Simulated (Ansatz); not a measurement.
The reference is SbP in the rock salt structure (space group Fm-3m, No. 225; a = 5.6341 Å; a hypothetical phase, not in the database extracts checked; relaxed with 0.1 eV smearing). Axes: x, y, z lie along the cube axes.

Level of theory: Ansatz (a quantum-chemistry and plane-wave program), PBE, PAW, cutoff 420 eV, spin-orbit coupling left out.

A first run, uniaxial strain ε_xx = −1.29 %, gives secant values C11 ≈ 190 GPa and C12 ≈ 22 GPa from its stress. A second run applies uniaxial stress, 3 GPa tension along x.

**Question.** What does linear elasticity predict for Young's modulus in the second run, and what does the run give?

**Answer.** Linear elasticity: (C11 − C12)(C11 + 2 C12)/(C11 + C12) = 190 GPa. The run gives 160 GPa; any difference comes from nonlinear terms at these strains and numerical noise.

Beyond what the load breaks, stability against distortions was not tested. All final runs are without spin polarisation.
